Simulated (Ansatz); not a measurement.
Start from Fe in the bcc (W type) structure (space group Im-3m, No. 229; a = 2.865 Å; ferromagnetic). Axes: x, y, z lie along the cube axes.

Method: Ansatz (a quantum-chemistry and plane-wave program), r2SCAN, PAW, cutoff 500 eV, no SOC.

Base values:

- Band gap = zero
- Largest site moment = 2.79 μB

Perturbation: a free-standing slab of 4 layers (4 atoms, 1 a layer) is cut normal to [110], with 15 Å of vacuum and the in-plane cell held at bulk.

Problem. What does the calculation give for the change of the spacing d23 from its bulk value of 2.026 Å, band gap and largest site moment after the change?

Solution. The change of the spacing d23 from its bulk value of 2.026 Å comes out as -0.1 %; the band gap is still zero; the largest site moment increases by 0.15 μB, from 2.79 μB to 2.94 μB.

The magnetic state is the one reached from the starting moments; the real material's order can differ, and small cells can't hold many antiferromagnetic ones. Whether these cells are dynamically stable was not tested.
